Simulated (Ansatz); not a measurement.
## Zr2Ir: uniaxial strain ε_yy = −1.76 %

Base system: Zr$_{2}$Ir (space group I4/mcm, No. 140; a = 6.4631 Å, c = 5.6496 Å; a cell from a computed database, its experimental status unchecked). Axes: x, y, z lie along a, b, c of the conventional cell.

Modification: uniaxial strain ε_yy = −1.76 %, all other strain components held at zero, atoms relaxed at fixed cell.

The values are results of PBEsol (Ansatz, a program for electronic structure), without spin-orbit coupling, not measurements. k-mesh 11×11×11 (Γ-centred); smearing 0.05 eV (Fermi–Dirac).

```tsv
quantity	base	changed	shift
volume per atom	19.67 Å³	19.32 Å³	-0.35 Å³
space group	I4/mcm (No. 140)	Ibam (No. 72)	–
energy relative to the base (free energy F)	0 meV/atom	+3.8 meV/atom	+3.8 meV/atom
pressure (mean of the normal stresses, compression positive)	0.0 GPa	2.8 GPa	+2.8 GPa
band gap	zero	zero	–
largest internal atomic displacement	–	0.011 Å	–
stress (xx, yy, zz, yz, xz, xy; compression positive) (rough)	–	(3.2, 3.6, 1.6, 0.0, 0.0, 0.0) GPa	–
```

Without a gap, meshes like the base's 11×11×11 leave anisotropic stresses uncertain by several tenths of a GPa, and small strain energies with them. Whether these cells are dynamically stable was not tested. All final runs are without spin polarisation.
